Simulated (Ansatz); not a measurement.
Consider GaP in the zinc blende structure (space group F-43m, No. 216).

```
GaP
1.0
    0.00000     2.71923     2.71923
    2.71923     0.00000     2.71923
    2.71923     2.71923     0.00000
P Ga
1 1
Direct
  0.75000   0.75000   0.75000
  0.00000   0.00000   0.00000
```

Cartesian axes are those of the cell as printed.

The values are results of Ansatz (a program for electronic structure) PBEsol, scalar-relativistic without spin-orbit coupling, not measurements.

For the base:

```
Item                              Value
-----------------------------  --------
Pressure                       0.00 GPa
Shortest interatomic distance   2.355 Å
```

Perturbation: biaxial strain +2.07 %, plane normal [001], relaxed out of plane (Cartesian); in-plane vectors clamped, the third vector and the atoms free.

Task: Predict the new pressure.

Result: The pressure (mean of the normal stresses, compression positive) goes from zero to -1.81 GPa.

Task: How does this affect the shortest interatomic distance?

Result: The shortest interatomic distance grows by 0.018 Å (2.355 Å → 2.373 Å).

Task: Estimate the effect on the hole mass.

Result: The hole mass amounts to 0.096 mₑ out of plane, 0.36 mₑ in plane (at Γ).

Masses are band curvatures over ±0.01 Å⁻¹ around the edge. Stability against distortions was not tested.
